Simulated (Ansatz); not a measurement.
An ideal cubic perovskite cell is held by its symmetry; such compounds can tilt or shift off centre at room temperature.

 Where the default PAW files enter, the runs use the earlier of Ansatz's two default sets.

Given:

```
CsPbBr3
1.0
    5.94863     0.00000     0.00000
    0.00000     8.41263     0.00000
    0.00000     4.20632     4.20632
Cs Pb Br
1 1 3
Direct
  0.00000   0.00000   0.00000
  0.50000   0.50000   0.00000
  0.00000   0.50000   0.00000
  0.50000   0.00000   0.50000
  0.50000   0.50000   0.50000
```

Space group of this cell: Pm-3m, cubic perovskite. The cell is taken as given.

Method: r2SCAN (plane waves, PAW; Ansatz, an electronic-structure program).

The current runs along the normal of the first two printed vectors; no spin-orbit coupling. Scaled by the factor s: all lengths (ions clamped). Meshes 8×8×8 and 6×4 across the current in all rows.

```tsv
s	mean pressure (GPa)	slowest mid-gap decay constant κ (1/Å)
0.98	1.3	0.123
1.00	-0.1	0.143
1.02	-1.2	?
```

**Question.** Take the slope of the slowest mid-gap decay constant κ against ln s from the two given rows, extrapolate to s = 1.02, and say what the run there gives.

**Answer.** Slope = (0.123 − 0.143) / ln 0.98 = 0.990 1/Å. The line gives 0.143 + (0.990) × ln 1.02 = 0.163 1/Å. The run gives 0.161 1/Å, 0.002 1/Å under the line, 8 % of the predicted step.
